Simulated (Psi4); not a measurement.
Psi4 1.11, B3LYP/def2-svp: Mo(NH)2(OH)(SH) ([NH]=[Mo](=[NH])([OH])[SH]), 9 atoms. The geometry is a generated start, not checked to be a minimum at this level.

| Quantity | Value |
|---|---|
| task | energy |
| method | b3lyp |
| basis | def2-svp |
| memory | 3 GB |
| maxiter | 100 |
| keys of the molecule block | symmetry c1 |
| scf_type | df (default) |
| guess | auto, which took SAD (default) |
| scf_initial_accelerator | adiis (default) |
| e_convergence | 1e-06 (default) |
| d_convergence | 1e-06 (default) |
| dft_radial_points | 75 (default) |
| dft_spherical_points | 302 (default) |
| effective core potentials | those of the basis set, past Kr |
| basis functions | 111 |
| grid points | 195508 |

```xyz
9

Mo     0.1957    -0.0319     0.0812
N      1.1953    -1.4438     0.1891
H      1.8565    -2.2083     0.1240
N     -0.1620     0.4416    -1.5498
H     -0.2083     0.6117    -2.5476
O      0.6459     1.3275     1.1373
H      1.0160     2.0903     1.5882
S     -1.8979    -0.8412     0.8223
H     -2.6413     0.0541     0.1553
```

Charge 0 and multiplicity 1 are set for this test and not shown to be the ground state.

One run each on 2 threads. Values of diis_max_vecs tried: 3, 6, 10 (default), 20.

### Question
How does the count of SCF iterations change with diis_max_vecs, and where is it least?

### Answer
Fewest SCF iterations, within one of each other: 10 (default) with 12, 20 with 12. The count rises to 35 at 3. All converge to one solution.

```tsv
diis_max_vecs	SCF iterations	end
3	35	same solution
6	15	same solution
10 (default)	12	same solution
20	12	same solution
```
